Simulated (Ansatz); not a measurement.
The parent structure is YN in the rock salt structure (space group Fm-3m, No. 225; a = 4.856 Å). Axes: x, y, z lie along the cube axes.

Method: Kohn–Sham DFT with the PBEsol functional, run in Ansatz (a program for electronic structure) with PAW and 420 eV plane waves, spin-orbit coupling left out.

Before the change:

| Property | Value |
|---|---|
| Volume per atom | 14.31 Å³ |

Now apply this change: compressive biaxial strain of 3.00 % in the plane normal to [001], as in epitaxy on a mismatched substrate; the out-of-plane cell vector and the atoms relax.

Question: How does this affect the volume per atom?

Answer: The volume per atom drops by 0.64 Å³ (14.31 Å³ → 13.67 Å³).

Question: What happens to the energy relative to the base?

Answer: The energy rises by 35 meV/atom.

The mesh was chosen for an insulator and is coarse for the gapless case. Stability against distortions was not tested. The final runs are not spin-polarised.
